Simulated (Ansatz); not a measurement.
# Response to strain in Re

Start from Re in the hcp (Mg type) structure (space group P6_3/mmc, No. 194; a = 2.776 Å, c = 4.481 Å; relaxed with 0.1 eV smearing). Axes: x lies along a and z along c of the hexagonal cell.

Strains are applied to the cell and any free atomic positions relax.

Calculations: Ansatz (an electronic-structure program), PBE, PAW, cutoff 420 eV, without spin-orbit coupling.

Candidates:
(a) uniaxial strain ε_zz = +2.00 %
(b) uniaxial strain ε_zz = +1.50 %
(c) uniaxial strain ε_zz = −2.00 %
(d) uniaxial strain ε_zz = +3.00 %
(e) uniaxial strain ε_zz = −3.00 %

Notes on the quantities. energy relative to the base: free energy F.

Task: Order them by energy relative to the base, lowest first.

Result: (b) uniaxial strain ε_zz = +1.50 % (+6.7 meV/atom), (a) uniaxial strain ε_zz = +2.00 % (+12 meV/atom), (c) uniaxial strain ε_zz = −2.00 % (+13 meV/atom), (d) uniaxial strain ε_zz = +3.00 % (+26 meV/atom), (e) uniaxial strain ε_zz = −3.00 % (+29 meV/atom)

Whether these cells are dynamically stable was not tested. All final runs are without spin polarisation.
